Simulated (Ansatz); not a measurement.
The parent structure is MgO in the wurtzite structure (space group P6_3mc, No. 186; a = 3.303 Å, c = 5.021 Å; a cell from a computed database, its experimental status unchecked). Axes: x lies along a and z along c of the hexagonal cell.

The change: the symmetric strain tensor [-0.0265 -0.0096 -0.0024; -0.0096 0.0053 0.0038; -0.0024 0.0038 -0.0163]; the atoms relax in the strained cell.

Levels (all Ansatz, a program for electronic structure, PAW): PBEsol (420 eV, no spin-orbit coupling); HSE06 (420 eV, no SOC).

The geometry is relaxed with PBEsol.

| Item | Value |
|---|---|
| PBEsol lowest conduction level above the VBM at special points | Γ 3.53 eV; X 6.08 eV; V₂ 7.33 eV |

Task: Predict the lowest conduction level above the VBM at special points from HSE06.

Result: The lowest conduction level above the VBM at special points changes from Γ 3.53 eV; X 6.08 eV; V₂ 7.33 eV to Γ 5.28 eV; X 7.91 eV; V₂ 9.21 eV.

Single points use the geometry relaxed with PBEsol. The levels and masses belong to the bands next to the band gap. Whether these cells are dynamically stable was not tested. This is not the structure that MgO has at room temperature and ambient pressure. Labels are those of the standard path for the cell's own space group.
